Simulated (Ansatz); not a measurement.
Take GaN in the wurtzite structure (space group P6_3mc, No. 186; a = 3.183 Å, c = 5.185 Å) as the base.

Now apply this change: the cell is scaled by 0.9700 in all directions, atoms relaxed at fixed cell.

Computed with PBEsol (Ansatz, an electronic-structure program), no spin-orbit coupling.

Base, band edges from the VBM (valence, conduction): K -2.77, 5.00; H -1.50, 6.34; M -1.01, 4.94; L -1.92, 4.30; A -0.54, 4.21; Γ 0.00, 1.88 eV.

### Question
Give the band edges at the high-symmetry points of the new zone, measured from its valence-band maximum.

### Answer
| point | valence edge (eV) | conduction edge (eV) |
|---|---|---|
| Γ | 0.00 | 2.47 |
| M | -1.13 | 5.19 |
| K | -3.10 | 4.94 |
| A | -0.60 | 4.78 |
| L | -2.13 | 4.56 |
| H | -1.69 | 6.88 |

The gap is 2.47 eV, direct at Γ.

The cells carry an imposed strain or load. Whether these cells are dynamically stable was not tested.
